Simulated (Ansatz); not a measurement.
Input:

```yaml
crystal:
  lattice:
    - [2.87276, -2.40634, 0.04545]
    - [2.87276, 2.40634, 0.04545]
    - [-2.49154, 0.00000, 5.11472]
  atoms:
    - { symbol: Ta, position: [0.23560, 0.15233, 0.28700] }
    - { symbol: Ta, position: [0.84767, 0.76440, 0.71300] }
    - { symbol: O, position: [0.62132, 0.24486, 0.65973] }
    - { symbol: O, position: [0.75514, 0.37868, 0.34027] }
    - { symbol: O, position: [0.26375, 0.08408, 0.94501] }
    - { symbol: O, position: [0.91592, 0.73625, 0.05499] }
    - { symbol: O, position: [0.25161, 0.74839, 0.50000] }
```

No spin polarisation.

Calculations: PBEsol/PAW in Ansatz (a program for electronic structure), spin-orbit coupling left out. Γ-centred 9×9×7 mesh, Fermi–Dirac width 0.05 eV.

### Question
Estimate the band gap.

### Answer
2.16 eV.

### Question
What is the computed gap character?

### Answer
Indirect, M₂ → V₂.

Spin-orbit coupling, missing from the scalar runs, can matter with Ta. Load acts through the strain it causes; cell and atoms are relaxed under it. No phonon test of stability was made. Competing high-pressure phases were not computed. The cell was made from Ta2O5 (space group C2, No. 5; a cell from a computed database, its experimental status unchecked) by this change: pressure 7.5 GPa.
